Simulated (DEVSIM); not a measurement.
Device: W/SiO2/p-Ge capacitor, at 300 K.

```tsv
layer (left to right)	material	thickness (nm)	Na (cm⁻³)
1	SiO2	2.60	-
2	Ge	410	2.1e18
```

Metal gate on the left, work function 4.6 eV. Fixed charge at the semiconductor interface 2.7e11 cm⁻² (in units of +e); no interface traps.

This is a model device: material constants are rounded textbook-type values typed into the input, and sizes, dopings and lifetimes were drawn at random. Values at 300 K.

| parameter | SiO2 | Ge |
|---|---|---|
| gap (eV) | 9 | 0.664 |
| affinity (eV) | 0.9 | 4 |
| permittivity | 3.9 | 16 |
| Nc (cm⁻³) | - | 1.04e19 |
| Nv (cm⁻³) | - | 6e18 |

Model (solved in DEVSIM): 1D Poisson equation in equilibrium, Boltzmann statistics, complete ionisation; no quantum confinement or tunnelling. Metal contacts follow the ideal Schottky-Mott rule: no Fermi-level pinning, no interface dipoles.

The SiO2 thickness was swept, all else fixed.

```
SiO2 thickness (μm)  threshold voltage (band bending 2φF) (V)  flat-band voltage (V)  minimum of the low-frequency capacitance (μF/cm²)  capacitance of the dielectric stack (μF/cm²)
-------------------  ----------------------------------------  ---------------------  -------------------------------------------------  --------------------------------------------
0.001                                                    0.76                  -0.05                                              0.612                                          3.45
0.0014                                                   0.85                  -0.05                                              0.564                                          2.47
0.0018                                                   0.93                  -0.06                                              0.528                                          1.92
0.0022                                                   1.01                  -0.06                                              0.503                                          1.57
0.0026                                                   1.09                  -0.07                                              0.473                                          1.33
0.0031                                                      ?                  -0.08                                                  ?                                          1.11
```

Q: What belongs in the gaps?

A: 
- 0.0031, threshold voltage (band bending 2φF) (V): 1.19
- 0.0031, minimum of the low-frequency capacitance (μF/cm²): 0.442
